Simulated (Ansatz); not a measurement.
MgTe: response to strain

Start from MgTe in the zinc blende structure (space group F-43m, No. 216; a = 6.439 Å). Axes: x, y, z lie along the cube axes.

Strains are applied to the cell and any free atomic positions relax; under biaxial strain the out-of-plane vector relaxes too.

All numbers come from PBEsol (Ansatz, a first-principles code; PAW; 420 eV plane waves; spin-orbit coupling left out).

Notes on the quantities. energy relative to the base: free energy F.

| biaxial strain, plane normal [111], relaxed out of plane (%) | energy relative to the base (meV/atom) |
|---|---|
| -2.5 | 8.1 |
| -2.08 | 5.6 |
| -1.67 | 3.6 |
| -1.25 | 2.0 |
| -0.83 | ? |
| -0.42 | 0.2 |
| 0 | 0.0 |

Q: Fit ΔE = Aε² + Bε³ (ε in %) to the rows shown and predict the withheld row.

A: Least squares on the printed values gives A = 1.27 and B = -0.0093 meV/atom (largest residual 0.0 meV/atom); this predicts 0.9 meV/atom, and the run gives 0.9 meV/atom, in agreement.

Stability against distortions was not tested.
